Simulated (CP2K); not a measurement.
Band structure of Cs2InCuBr6 (Fm-3m, 10 atoms in the cell).

```
Cs2InCuBr6
1.0
    7.73250     0.00000     0.00000
    3.86625     6.69654     0.00000
    3.86625     2.23218     6.31356
Cs In Cu Br
2 1 1 6
Cartesian
 11.59874   6.69654   4.73517
  3.86625   2.23218   1.57839
  0.00000   0.00000   0.00000
  7.73250   4.46436   3.15678
  7.73250   2.26905   1.60446
  7.73250   6.65966   4.70909
  5.83131   5.56201   1.60446
  9.63368   3.36671   4.70909
  5.83131   3.36671   4.70909
  9.63368   5.56201   1.60446
```

Method: PBEsol, GPW, DZVP-MOLOPT-PBE-GTH basis, GTH-PBE potentials (POTENTIAL_UZH) run with CP2K.

Settings: CUTOFF = 600 Ry; REL_CUTOFF = 50 Ry; SMEAR/METHOD = METHFESSEL_PAXTON; SIGMA = 0.1 eV; KPOINTS/SCHEME = MONKHORST-PACK 3 3 3; XC_FUNCTIONAL = PBE:PBESOL; Cs/BASIS_SET = DZVP-MOLOPT-PBE-GTH-q9; Cs/POTENTIAL = GTH-PBE-q9; In/BASIS_SET = DZVP-MOLOPT-PBE-GTH-q13; In/POTENTIAL = GTH-PBE-q13; Cu/BASIS_SET = DZVP-MOLOPT-PBE-GTH-q11; Cu/POTENTIAL = GTH-PBE-q11; Br/BASIS_SET = DZVP-MOLOPT-PBE-GTH-q7; Br/POTENTIAL = GTH-PBE-q7.

The starting cell comes from a database of computed structures (which also holds hypothetical and non-ambient phases and stackings), without a prior relaxation at this level. Spin polarisation is off, so a magnetic state, if there is one, cannot be reached. Values carry the incompleteness of an atom-centred basis. The potentials were made for another functional than the one used. The run gives no clean gap (levels at the Fermi energy touch, overlap or are partly filled at this smearing), which alone does not show that the compound is a metal.

Levels in eV from the Fermi level, bands 39 to 44:
```tsv
point	39	40	41	42	43	44
Γ	-0.99	-0.99	-0.99	-0.05	-0.05	3.58
X	-1.03	-0.83	-0.83	-0.05	1.86	4.57
W	-0.91	-0.91	-0.83	-0.38	1.82	3.50
K	-0.94	-0.85	-0.84	-0.26	1.75	3.35
L	-0.93	-0.93	-0.45	-0.45	0.80	2.30
U	-0.94	-0.85	-0.84	-0.26	1.75	3.35
```

Bands cross the Fermi level along this path, so the cell is metallic at this level.

Higher empty bands are left out: an atom-centred basis made for the valence describes them poorly.
